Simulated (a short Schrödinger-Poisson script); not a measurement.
## Gated Al0.4Ga0.6N/GaN polarisation-induced gas

Stack: gated Al0.4Ga0.6N/GaN polarisation-induced gas, at 20 K.

```tsv
layer	material	thickness (nm)	Na (cm⁻³)
1	Al0.4Ga0.6N	20	-
2	GaN	6000	1e16
```

The device is made up for the run: typed textbook-type constants, with dimensions and the other settings drawn at random. Al0.4Ga0.6N: permittivity 9.26, conduction-band edge (eV) 0.58, gap (eV) 4.258, electron mass (mₑ) 0.248, Nv at 300 K (cm⁻³) 4.6e19. GaN: permittivity 9.5, conduction-band edge (eV) 0, gap (eV) 3.43, Nv at 300 K (cm⁻³) 4.6e19.

Channel valleys (confinement mass, in-plane density-of-states mass, number): Γ 0.2, 0.2, 1. At the gate the conduction-band edge of layer 1 lies 1.36 eV − eVg above the Fermi level of the channel; the field vanishes at the back. Sheet of polarisation charge: +2e13 e/cm² at 20 nm from the gate. The barrier under the gate holds no holes. Gaps are held at their typed values at every temperature. Mesh 0.08 nm at interfaces.

From a short Schrödinger-Poisson script (our own, NumPy): 1D Poisson equation in equilibrium, electrons quantum, Hartree (BenDaniel-Duke, 40 states a valley, the channel's in-plane mass for all, wave functions free to enter the barrier), parabolic valleys, classical holes, full ionisation, no traps, pinning or gate leakage.

```
Vg (V)  electrons (cm⁻²)  in the channel layer  C (μF/cm²)  Γ E0 (meV)  Γ E1 (meV)
------  ----------------  --------------------  ----------  ----------  ----------
0.5              1.74e13               1.58e13       0.396      -186.4       -21.3
0                1.61e13               1.48e13       0.394      -174.9       -18.1
-0.5             1.49e13               1.38e13       0.393      -163.2       -15.0
-1               1.37e13               1.28e13       0.392      -151.4       -12.2
-1.5             1.24e13               1.17e13       0.391      -139.6        -9.4
-2               1.12e13               1.06e13       0.389      -127.6        -6.8
-2.5             1.00e13               9.56e12       0.388      -115.5        -4.2
-3               8.81e12               8.46e12       0.387      -103.3        -1.5
-3.5             7.60e12               7.34e12       0.385       -90.7         2.6
-4               6.41e12               6.22e12       0.383       -76.7        10.9
-4.5             5.21e12               5.09e12       0.381       -62.4        20.0
-5               4.03e12               3.95e12       0.379       -48.2        28.6
-5.5             2.85e12               2.81e12       0.376       -34.1        36.6
-6               1.69e12               1.67e12       0.372       -20.2        43.6
-6.5             5.38e11               5.35e11       0.364        -6.4        49.2
```

Gate voltages with under 1e6 electrons/cm² are left out.

Subbands count from the Fermi level.
